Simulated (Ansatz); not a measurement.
Consider TaAl$_{3}$ (space group I4/mmm, No. 139; a = 3.829 Å, c = 8.504 Å; relaxed with 0.1 eV smearing). Axes: x, y, z lie along a, b, c of the conventional cell.

The values are results of PBEsol (Ansatz, a quantum-chemistry and plane-wave program), no SOC, not measurements.

Now apply this change: the cell is stretched by 1.35 % along x with no lateral relaxation, atoms relaxed at fixed cell.

**Question.** Predict the stress tensor and what it implies for the stiffness.

**Answer.** Stress of the strained cell less that of the base (GPa, compression positive):
```
   -3.4     0.0     0.0
    0.0    -1.3     0.0
    0.0     0.0    -0.7
```

Then −Δσ_ii/ε with ε = 0.0135 gives secant stiffness values (nonlinear terms included at this strain): C11 ≈ 251 GPa, C12 ≈ 96 GPa and C13 ≈ 56 GPa.

Whether these cells are dynamically stable was not tested. The final runs are not spin-polarised.
